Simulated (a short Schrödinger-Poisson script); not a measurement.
Stack: MOS inversion layer, Si3N4 on p-type GaN, at 400 K.

| layer | material | thickness (nm) | Na (cm⁻³) |
|---|---|---|---|
| 1 | Si3N4 | 3.6 | - |
| 2 | GaN | 300 | 4.3e18 |

Constants are typed, rounded textbook-type inputs, not results; the design itself was drawn at random and stands for no fabricated device. Si3N4: permittivity 7.5, conduction-band edge (eV) 2, gap (eV) 5.1, electron mass (mₑ) 0.5. GaN: permittivity 9.5, conduction-band edge (eV) 0, gap (eV) 3.43, Nv at 300 K (cm⁻³) 4.6e19.

Channel valleys (confinement mass, in-plane density-of-states mass, number): Γ 0.2, 0.2, 1. At the gate the conduction-band edge of layer 1 lies 2.05 eV − eVg above the Fermi level of the channel; the field vanishes at the back. Gaps are held at their typed values at every temperature. Mesh 0.03 nm at interfaces.

From a short Schrödinger-Poisson script (our own, NumPy): 1D Poisson equation in equilibrium, electrons quantum, Hartree (BenDaniel-Duke, 12 states a valley, the channel's in-plane mass for all, wave functions free to enter the dielectric), parabolic valleys, classical holes, full ionisation, no traps, pinning or gate leakage.

The same stack at other levels of the model or other numerical settings:

```tsv
run	sheet density of all electrons at Vg = 1.75 V (cm⁻²)	capacitance at Vg = 1.75 V (μF/cm²)	centroid of the channel electrons at Vg = 1.75 V (nm)	gate voltage at 1e11 electrons/cm² (V)	rough cost against the base
base	1.77e12	1.29	1.01	1.46	about 1
electrons treated as classical, Boltzmann	5.11e12	1.69	0.15	1.15	0.09
electrons treated as classical, Fermi-Dirac	3.30e12	1.25	0.38	1.16	0.3
electrons treated as quantum, Hartree plus LDA exchange-correlation	2.09e12	1.38	1.00	1.44	2
mesh six times as coarse	1.71e12	1.28	1.01	1.46	0.3
one subband a valley	1.77e12	1.29	1.01	1.46	0.6
```

The classical rows ignore confinement, and Boltzmann statistics overrate the density once the band edge passes the Fermi level.

In real p-type GaN the Mg acceptor is only partly ionised, and so wide a gap doesn't supply an inversion layer without source and drain.
